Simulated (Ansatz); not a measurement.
The starting structures come from a database of crystals and need not be the phases stable at ambient conditions.

 Where the default PAW files enter, the runs use the earlier of Ansatz's two default sets.

The decay constant κ of evanescent states in the gap governs leakage through a thin film.

Consider the following.

```xyz
12
Lattice="5.5107 0.0000 0.0000 -2.2828 5.0156 0.0000 1.6139 2.5078 4.7730" Properties=species:S:1:pos:R:3 pbc="T T T"
Hf     0.0000     0.0000     0.0000
Hf     0.4725     5.0156     2.3865
Si     4.3693     2.5078     2.3865
Si     1.6139     2.5078     0.0000
O      4.5328     5.4582     3.8894
O      5.6742     2.9504     3.2700
O      1.4762     3.8788     0.8835
O      4.2315     3.8788     1.5030
O      3.0643     2.0652     3.2700
O      1.7517     1.1368     0.8835
O      4.5070     1.1368     1.5030
O      1.9229     4.5730     3.8894
```

Space group of this cell: Fddd. The cell is strained (lengths along the current scaled by 1.03, ions clamped); by r2SCAN its mean pressure is -4.9 GPa.

Transport runs along the normal of the first two printed cell vectors.

No gap correction and no spin-orbit coupling; mid-gap values are interpolated between computed energies.

Give the band gap and the smallest decay constant κ at mid-gap that r2SCAN (Ansatz, a program for electronic structure) yields.

Gap 5.88 eV on a 8×8×8 mesh; κ = 0.450 1/Å, at the zone centre.
